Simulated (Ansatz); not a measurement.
Results of PBE0 (PAW; Ansatz, an electronic-structure program) for zinc-blende NaH (model structure).

Run with plane-wave cutoff 500 eV, 8×8×8 k mesh, gaussian smearing 0.02 eV, scalar-relativistic PAW data made under PBE.

Cell (relaxed with r²SCAN):

```yaml
crystal:
  lattice:
    - [0.00000, 2.59661, 2.59661]
    - [2.59661, 0.00000, 2.59661]
    - [2.59661, 2.59661, 0.00000]
  atoms:
    - { symbol: Na, position: [0.00000, 0.00000, 0.00000] }
    - { symbol: H, position: [0.25000, 0.25000, 0.25000] }
```

**Question.** What does this level give for the band gap?

**Answer.** 
* **band gap**: 5.32 eV (on the SCF k mesh)

Note: the relaxation could raise the start's symmetry but not lower it, so the cell can be a saddle point.

Static lattice: no zero-point or thermal effects.

Computing time: about 80 core-seconds (a rough figure).

A model structure was made by putting elements into a prototype or built by hand; it is no filed structure, need not be a known phase, and can be a saddle point held by its symmetry.
